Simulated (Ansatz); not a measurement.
Base system: CaSe in the rock salt structure (space group Fm-3m, No. 225; a = 5.9579 Å).

Perturbation: every lattice vector is stretched by 2.50 %; the atoms relax in the strained cell.

The values are results of PBE (Ansatz, a first-principles code; PAW; 420 eV plane waves; without spin-orbit coupling), not measurements.

Base, band edges from the VBM (valence, conduction): X -0.91, 2.08; W -1.62, 4.38; L -1.15, 4.49; Γ 0.00, 3.23; K -1.08, 3.29; U -1.08, 3.29 eV.

Question: Give the band edges at the high-symmetry points of the new zone, measured from its valence-band maximum.

Answer: 
```csv
point,valence edge (eV),conduction edge (eV)
Γ,0.00,2.86
X,-0.84,2.23
U,-0.97,3.31
K,-0.97,3.31
L,-1.01,4.36
W,-1.47,4.30
```

The gap is 2.23 eV, indirect, Γ → X.

Whether these cells are dynamically stable was not tested.
